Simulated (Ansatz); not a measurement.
Base system: Ga$_{2}$O$_{3}$ (space group R-3m, No. 166; a = 2.9881 Å, c = 22.8522 Å (hexagonal axes); a hypothetical phase, not in the database extracts checked). Axes: x lies along a and z along c of the hexagonal cell.

The values are results of DFT with PBEsol, PAW potentials and a 420 eV plane-wave cutoff in Ansatz (an electronic-structure program), scalar-relativistic without spin-orbit coupling, not measurements.

Strains are applied to the cell and any free atomic positions relax; under biaxial strain the out-of-plane vector relaxes too.

One change was made to it. Results:

```csv
quantity,base,after
electron mass,"0.51 mₑ along c, 0.29 mₑ across (at Γ)","0.46 mₑ along c, 0.30 mₑ across (at Γ)"
band gap,2.85 eV,3.11 eV
energy relative to the base (free energy F),0 meV/atom,+12 meV/atom
"pressure (mean of the normal stresses, compression positive)",0.00 GPa,6.00 GPa
```

Which change produced these results?
A. isotropic strain +2.92 %
B. biaxial strain −2.22 %, plane normal [001], relaxed out of plane
C. tensor shear ε_yz = +1.61 %
D. isotropic strain −1.91 %

D, isotropic strain −1.91 %. For comparison, the band gap in the other runs: isotropic strain +2.92 % gives 2.40 eV; biaxial strain −2.22 %, plane normal [001], relaxed out of plane gives 3.28 eV; tensor shear ε_yz = +1.61 % gives 2.84 eV.

Masses are band curvatures over ±0.01 Å⁻¹ around the edge. Stability against distortions was not tested.
